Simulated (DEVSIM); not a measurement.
System: Ru/AlN/SiO2/p-Si capacitor, at 250 K.

| layer (left to right) | material | thickness (nm) | Na (cm⁻³) |
|---|---|---|---|
| 1 | AlN | 11.0 | - |
| 2 | SiO2 | 0.530 | - |
| 3 | Si | 760 | 5.7e17 |

Metal gate on the left, work function 4.7 eV. Fixed charge at the semiconductor interface -7.3e11 cm⁻² (in units of +e); no interface traps.

Constants are typed, rounded textbook-type inputs, not results; the design itself was drawn at random and stands for no fabricated device. Values at 300 K; Nc and Nv go as T^1.5, mobilities as T to minus their exponent, the gap by Varshni's rule with the affinity fixed.

```tsv
parameter	AlN	SiO2	Si
gap (eV)	6.1	9	1.124
affinity (eV)	1.9	0.9	4.05
permittivity	8.5	3.9	11.7
Nc (cm⁻³)	-	-	2.86e19
Nv (cm⁻³)	-	-	3.1e19
Varshni α (eV/K)	-	-	0.000473
Varshni β (K)	-	-	636
```

DEVSIM, 1D Poisson equation in equilibrium, Boltzmann statistics, complete ionisation; no quantum confinement or tunnelling. Metal contacts follow the ideal Schottky-Mott rule: no Fermi-level pinning, no interface dipoles.

The substrate doping was swept, all else fixed.

```tsv
substrate doping (cm^-3)	threshold voltage (band bending 2φF) (V)	flat-band voltage (V)	minimum of the low-frequency capacitance (μF/cm²)
2.8e16	0.84	-0.15	0.0528
5.7e16	___	-0.17	___
1.1e17	1.02	-0.18	0.0926
2.8e17	1.22	-0.20	0.133
5.7e17	1.45	-0.22	0.172
1.1e18	1.75	-0.23	0.213
```

Question: Some entries are withheld; supply them.

Answer: 
- 5.7e16, threshold voltage (band bending 2φF) (V): 0.92
- 5.7e16, minimum of the low-frequency capacitance (μF/cm²): 0.0708
